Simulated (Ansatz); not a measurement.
Consider interstitial B in rock-salt MgO, charge state +3. Computed with PBE, PAW (plane waves to 420 eV; Ansatz, a program for electronic structure).

Cell of 64 host sites held at the relaxed PBE lattice; the Γ point alone; Fermi-Dirac width 0.01 eV, spin-restricted; finite-size errors left in. Static, classical nuclei. The charge state is imposed; whether it is stable for some Fermi level was not computed. Sites that were not tried may lie lower.

Barriers: single points on a 2×2×2 k-point mesh shifted by half a step at the bands' geometries.

The step: several atoms move together, B the farthest. Atoms about the jump, Cartesian Å from the middle of the jump, before and after:

| atom | x0 | y0 | z0 | x1 | y1 | z1 |
|---|---|---|---|---|---|---|
| B1 | 0.00 | 0.00 | -1.06 | 0.00 | 0.00 | 1.06 |
| O2 | 0.87 | -0.87 | -0.19 | 0.87 | -0.87 | 0.19 |
| O3 | -0.87 | 0.87 | -0.19 | -0.87 | 0.87 | 0.19 |
| O4 | 0.87 | 0.87 | -1.93 | 1.06 | 1.06 | -2.15 |
| O5 | 1.06 | 1.06 | 2.15 | 0.87 | 0.87 | 1.93 |
| Mg6 | 1.26 | 1.26 | 0.20 | 1.26 | 1.26 | -0.20 |
| Mg7 | -1.26 | -1.26 | 0.20 | -1.26 | -1.26 | -0.20 |
| Mg8 | -1.26 | 1.26 | -2.32 | -1.06 | 1.06 | -2.18 |
| Mg9 | -1.06 | 1.06 | 2.18 | -1.26 | 1.26 | 2.32 |
| Mg10 | 1.26 | -1.26 | -2.32 | 1.06 | -1.06 | -2.18 |
| Mg11 | 1.06 | -1.06 | 2.18 | 1.26 | -1.26 | 2.32 |
| O12 | -0.87 | -0.87 | -1.93 | -1.06 | -1.06 | -2.15 |
| O13 | -1.06 | -1.06 | 2.15 | -0.87 | -0.87 | 1.93 |
| O14 | 1.06 | 3.21 | 0.00 | 1.06 | 3.21 | 0.00 |
| O15 | 3.21 | 1.06 | 0.00 | 3.21 | 1.06 | 0.00 |

Problem. Where do these atoms stand at the saddle point, and how high is it?

Solution. 
| atom | x | y | z |
|---|---|---|---|
| B1 | 0.32 | 0.32 | 0.00 |
| O2 | 0.77 | -1.05 | 0.00 |
| O3 | -1.05 | 0.77 | 0.00 |
| O4 | 0.89 | 0.89 | -1.42 |
| O5 | 0.89 | 0.89 | 1.42 |
| Mg6 | 1.80 | 1.80 | 0.00 |
| Mg7 | -1.28 | -1.28 | 0.00 |
| Mg8 | -1.12 | 1.01 | -2.16 |
| Mg9 | -1.12 | 1.01 | 2.15 |
| Mg10 | 1.01 | -1.12 | -2.16 |
| Mg11 | 1.01 | -1.12 | 2.16 |
| O12 | -1.11 | -1.11 | -2.16 |
| O13 | -1.11 | -1.11 | 2.16 |
| O14 | 1.01 | 3.44 | 0.00 |
| O15 | 3.44 | 1.01 | 0.00 |
It lies 2.78 eV above the start and 2.78 eV above the end. The saddle point's order was not checked, and it lies on a symmetry element of the cell, where a band can be held. Symmetry-equivalent saddle points exist between the same ends.
